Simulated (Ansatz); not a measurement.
Take ZnO in the wurtzite structure (space group P6_3mc, No. 186; a = 3.2352 Å, c = 5.2113 Å) as the base.

Level of theory: r2SCAN (Ansatz, a program for electronic structure; PAW; 500 eV plane waves; without spin-orbit coupling), earlier PAW set.

For the base:

The width of the top valence band is 1.83 eV and the valence-band top at Γ comes out as 0.00, 0.00, -0.10 eV. The electron mass comes out as 0.19 mₑ (at Γ) and the band gap comes out as 1.23 eV.

It is then changed as follows: every Zn is replaced by Mg; the structure is relaxed again.

Tabulated Pauling electronegativity and covalent radius: Zn 1.65, 1.22 Å; Mg 1.31, 1.41 Å.

What happens to the width of the top valence band, valence-band top at Γ, electron mass and band gap?

The width of the top valence band drops by 0.674 eV, from 1.83 eV to 1.15 eV; the valence-band top at Γ (three highest levels, from the VBM) goes from 0.00, 0.00, -0.10 eV to 0.00, -0.37, -0.37 eV; the electron mass changes from 0.19 mₑ (at Γ) to 0.37 mₑ (at Γ); the band gap increases by 2.983 eV, from 1.23 eV to 4.22 eV.

Masses are band curvatures over ±0.01 Å⁻¹ around the edge. No phonon test of stability was made. For MgO in this form, whether it has been made was not checked. This is not the structure that MgO has at room temperature and ambient pressure.
